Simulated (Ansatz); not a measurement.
The reference is BaZrO3 in the cubic perovskite structure (space group Pm-3m, No. 221; a = 4.181 Å). Axes: x, y, z lie along the cube axes.

Computed with PBEsol in Ansatz (plane waves to 420 eV, PAW, without spin-orbit coupling).

For the base:

* **Pressure**: -0.01 GPa

Modification: biaxial strain +3.00 %, plane normal [001], relaxed out of plane (Cartesian); in-plane vectors clamped, the third vector and the atoms free.

Problem. How does this affect the energy relative to the base, pressure and ratio −ε⊥/ε∥?

Solution. The energy rises by 27 meV/atom; the pressure (mean of the normal stresses, compression positive) drops by 6.189 GPa to -6.19 GPa; the ratio −ε⊥/ε∥ amounts to 0.46.

Stability against distortions was not tested.

Ansatz is a program for electronic structure.
